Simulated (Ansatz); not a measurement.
Input:

```
Ge
1.0
    0.00000     2.81434     2.93169
    2.81434     0.00000     2.93169
    2.81434     2.81434     0.00000
Ge
2
Direct
  0.50000   0.50000   0.50000
  0.75000   0.75000   0.75000
```

All values below come from PBEsol, rigid bands (plane waves, PAW, scalar-relativistic; Ansatz, a first-principles code). Condition of this run: uniaxial stress zz = -3 GPa (compression positive) (the target of the relaxation). How the cell was made: cell and atoms relaxed with PBEsol, then loaded as said.

**Question.** Is this a good metal at this level?

**Answer.** No. No gap shows, but r2SCAN opens one on the same cell, so the missing gap may be the functional's error (that test had no spin-orbit coupling). N(E_F) = 0.045 states/eV a cell at 300 K and the Drude plasma energy along the best axis is 0.68 eV, several times under that of a simple or noble metal.

Spin-orbit coupling is left out; it can open or close a small gap.
